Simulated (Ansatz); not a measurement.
We consider cubic perovskite BaHfO3, described by rVV10 (plane waves, PAW; Ansatz, an electronic-structure program).

Numerical settings: plane-wave cutoff 520 eV, 8×8×8 k mesh, Fermi–Dirac smearing 0.01 eV, scalar-relativistic PAW data made under PBE.

Properties against volume:

```tsv
V (Å³/atom)	P (GPa)	direct gap at Γ (eV)	smallest gap on the k mesh (eV)
14.099	11.30	3.794	3.747
14.399	7.12	3.783	3.702
14.699	3.37	3.769	3.656
14.999	0.00	3.751	3.610
15.299	-3.02	3.730	3.564
15.599	-5.73	3.706	3.518
15.899	-8.17	3.679	3.472
```

The fundamental gap (3.61 eV at the equilibrium volume, with added k points) lies elsewhere than Γ–Γ.

Spin–orbit coupling is not included.
